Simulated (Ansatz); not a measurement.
SiO2 (P4₁2₁2, No. 92) was calculated with r²SCAN (Ansatz, a quantum-chemistry and plane-wave program, PAW).

Run with plane-wave cutoff 500 eV, 6×6×6 k mesh, gaussian smearing 0.02 eV, scalar-relativistic PAW data made under PBE.

Cell (relaxed at this level):

O$_{2}$Si has the tetragonal space group P4₁2₁2 (No. 92), Pearson symbol tP12. Lattice parameters: a = b = 4.9803 Å, c = 6.9183 Å, α = β = γ = 90.00°. Si on 4a sees 4 O at 1.612 Å (tetrahedral). O on 8b sees 2 Si at 1.612 Å (bent). (Neighbours: up to the widest gap in distance over summed covalent radii, below 1.35, at either atom.)

Task: Give the computed band gap.

Result: 
- band gap = 6.35 eV (on the SCF k mesh)

Static lattice: no zero-point or thermal effects.

It cost around 4 core-minutes (rough) of CPU time.
